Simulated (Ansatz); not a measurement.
System: SiGe (P6₃mc, No. 186, 4 atoms in the cell; start mp-978534). Method: G0W0@PBEsol+SOC (hard PAW, contour deformation, complete-basis limit, spin–orbit shift from PBEsol; Ansatz, a quantum-chemistry and plane-wave program).

Settings: largest k mesh 6×6×2 (not extrapolated in the mesh).

Cell (relaxed with PBEsol):

```cif
data_Ge2Si2
_chemical_formula_sum 'Si2 Ge2'
_space_group_name_H-M_alt 'P63mc'
_space_group_IT_number 186
_space_group_name_Hall 'P 6c -2c'
_cell_length_a 3.90648
_cell_length_b 3.90648
_cell_length_c 6.42872
_cell_angle_alpha 90.000
_cell_angle_beta 90.000
_cell_angle_gamma 120.000
loop_
_atom_site_label
_atom_site_type_symbol
_atom_site_symmetry_multiplicity
_atom_site_Wyckoff_symbol
_atom_site_fract_x
_atom_site_fract_y
_atom_site_fract_z
_atom_site_occupancy
Si1 Si 2 b 0.33333 0.66667 0.37497 1
Ge1 Ge 2 b 0.33333 0.66667 0.00003 1
```

Question: Give the computed band gap.

Answer: 
- band gap: 0.86 eV

Note: filled d or f shells below the valence bands can shift G0W0 gaps through exchange with them, which wasn't tested here; spin–orbit coupling enters as the shift of the gap found with a semilocal functional.

A start named mp-… is a Materials Project structure, which need not be a measured phase.
